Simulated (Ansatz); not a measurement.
The structure below was relaxed with r2SCAN, PAW, 500 eV (Ansatz, a program for electronic structure; no spin-orbit coupling), earlier PAW set.

Space group Fm-3m (No. 225); a = b = c = 3.8001 Å, α = β = γ = 90.00°

```json
[
 {"atom": "Rh", "site": "4a", "symmetry": "m-3m", "x": "0.0000", "y": "0.0000", "z": "0.0000"}
]
```

Write out a cell with all atoms.


```cif
data_Rh4
_chemical_formula_sum 'Rh4'
_space_group_name_H-M_alt 'P 1'
_space_group_IT_number 1
_cell_length_a 3.80012
_cell_length_b 3.80012
_cell_length_c 3.80012
_cell_angle_alpha 90.000
_cell_angle_beta 90.000
_cell_angle_gamma 90.000
loop_
_space_group_symop_operation_xyz
  'x, y, z'
loop_
_atom_site_label
_atom_site_type_symbol
_atom_site_fract_x
_atom_site_fract_y
_atom_site_fract_z
_atom_site_occupancy
Rh1 Rh 0.00000 0.00000 0.00000 1
Rh2 Rh 0.00000 0.50000 0.50000 1
Rh3 Rh 0.50000 0.00000 0.50000 1
Rh4 Rh 0.50000 0.50000 0.00000 1
```
This is the conventional cell.

Whether these cells are dynamically stable was not tested. The final runs are not spin-polarised. The cell was made from Ir by this change: Ir → Rh.
